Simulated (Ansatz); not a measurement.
The parent structure is Cu$_{3}$N (space group Pm-3m, No. 221; a = 3.8270 Å). Axes: x, y, z lie along the cube axes.

The values are results of Kohn–Sham DFT with the PBE functional, run in Ansatz (a program for electronic structure) with PAW and 420 eV plane waves, no spin-orbit coupling, not measurements.

Perturbation: an isotropic linear strain of +0.76 %, atoms relaxed at fixed cell.

Problem. Predict the stress tensor and what it implies for the stiffness.

Solution. Stress of the strained cell less that of the base (GPa, compression positive):
```
  -2.50    0.00    0.00
   0.00   -2.50    0.00
   0.00    0.00   -2.50
```

Then B = −ΔP/(ΔV/V₀) with ΔV/V₀ = 0.0230 gives secant stiffness values (nonlinear terms included at this strain): B ≈ 109 GPa.

Stability against distortions was not tested. All final runs are without spin polarisation.
